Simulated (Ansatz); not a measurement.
Take TiO2 in the rutile structure (space group P4_2/mnm, No. 136; a = 4.6434 Å, c = 2.9638 Å) as the base. Axes: x, y, z lie along a, b, c of the conventional cell.

Level of theory: PBE in Ansatz (plane waves to 420 eV, PAW, no spin-orbit coupling).

Strains are applied to the cell and any free atomic positions relax.

One change was made to it. Results:

The band gap increases by 0.03 eV (1.86 eV → 1.89 eV); the energy grows by 2.3 meV/atom; the electron mass goes from 0.58 mₑ along c, 1.2 mₑ across (at Γ) to 0.56 mₑ along z, 1.1 mₑ across (at Γ); the gap character is still direct at Γ; the valence-band top at Γ (three highest levels, from the VBM) is still 0.00, -0.43, -0.43 eV.

What was done to the base?
A. uniaxial strain ε_zz = −2.40 %
B. uniaxial strain ε_zz = −0.60 %
C. uniaxial strain ε_zz = −3.00 %
D. uniaxial strain ε_zz = −1.20 %

D, uniaxial strain ε_zz = −1.20 %. For comparison, the energy relative to the base in the other runs: uniaxial strain ε_zz = −2.40 % gives +9.5 meV/atom; uniaxial strain ε_zz = −0.60 % gives +0.6 meV/atom; uniaxial strain ε_zz = −3.00 % gives +15 meV/atom.

Effective masses come from finite differences of ±0.01 Å⁻¹. Stability against distortions was not tested. The final runs are not spin-polarised.

Ansatz is a first-principles code.
